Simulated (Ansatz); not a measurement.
## Ti3Al with two functionals, biaxial strain +0.71 %, plane normal [001], relaxed out of plane

The parent structure is Ti$_{3}$Al (space group P6_3/mmc, No. 194; a = 5.755 Å, c = 4.655 Å). Axes: x lies along a and z along c of the hexagonal cell.

(Cell as relaxed with PBE.)

Levels (all Ansatz, a first-principles code, PAW, earlier PAW set): PBE (420 eV, scalar-relativistic without spin-orbit coupling); r2SCAN (500 eV, no SOC).

Each level relaxes its own structure.

```csv
base,PBE,r2SCAN
volume per atom,16.69 Å³,16.56 Å³
lattice parameter a,5.755 Å,5.747 Å
band gap,zero,zero
```

The change: tensile biaxial strain of 0.71 % in the plane normal to [001], as in epitaxy on a mismatched substrate; the out-of-plane cell vector and the atoms relax.

```tsv
quantity	PBE	r2SCAN
pressure (mean of the normal stresses, compression positive)	-1.1 GPa	[?]
volume per atom	16.86 Å³	[?]
energy relative to the base (free energy F)	+1.2 meV/atom	[?]
```

Problem. Predict the r2SCAN column.

Solution. 
- pressure (mean of the normal stresses, compression positive), r2SCAN: -1.2 GPa
- volume per atom, r2SCAN: 16.73 Å³
- energy relative to the base (free energy F), r2SCAN: +1.3 meV/atom

PBE's volume per atom lies 0.13 Å³ above r2SCAN's (0.7 %). Neither level is exact; r2SCAN is the comparison here, not a measurement.

Whether these cells are dynamically stable was not tested. All final runs are without spin polarisation.
